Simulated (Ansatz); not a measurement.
The starting structures come from a database of crystals and need not be the phases stable at ambient conditions.

 Where the default PAW files enter, the runs use the earlier of Ansatz's two default sets.

By LDA, the system below comes out a metal.

The ballistic (Sharvin) conductance counts the channels at the Fermi level: G/A = (e²/h) × channels of both spins per area.

Here is the system:

```
CELL_PARAMETERS angstrom
      4.78379     0.00000     0.00000
     -2.39189     4.14288     0.00000
      0.00000     0.00000     6.55281
ATOMIC_POSITIONS crystal
  Ta 0.50000 0.50000 0.33333
  Ta 0.00000 0.50000 0.00000
  Ta 0.50000 0.00000 0.66667
  Si 0.31678 0.15839 0.00000
  Si 0.15839 0.31678 0.66667
  Si 0.84161 0.15839 0.33333
  Si 0.68322 0.84161 0.00000
  Si 0.84161 0.68322 0.66667
  Si 0.15839 0.84161 0.33333
```

Space group of this cell: P6_422. The cell is taken as given; by LDA its mean pressure is -5.0 GPa.

The current flows along the normal of the first two printed cell vectors, the (001) plane of the conventional cell. No spin-orbit coupling; the value is a mean over 0.1 eV about the Fermi level.

### Question
State the ballistic conductance per area according to LDA run with Ansatz (a first-principles code).

### Answer
0.35 × 10¹⁵ S/m² for both spins.
